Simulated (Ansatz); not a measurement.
**Effect of isotropic strain +0.50 % on W**

Take W in the bcc (W type) structure (space group Im-3m, No. 229; a = 3.135 Å; relaxed with 0.1 eV smearing) as the base.

It is then changed as follows: the cell is scaled by 1.0050 in all directions; the atoms relax in the strained cell.

Method: LDA, PAW, 420 eV (Ansatz, a quantum-chemistry and plane-wave program; spin-orbit coupling left out). Settings: 29×29×29 k-points, 0.1 eV Fermi–Dirac smearing.

- Space group: Im-3m (No. 229) (base Im-3m (No. 229))
- Energy relative to the base (free energy F): +3.6 meV/atom
- Pressure: -4.9 GPa (base 0.0 GPa)
- Band gap: zero (base zero)

Cost of the whole job for the changed cell (relaxation, final SCF and bands): roughly 11 core-seconds.

No phonon test of stability was made. The final runs are not spin-polarised.
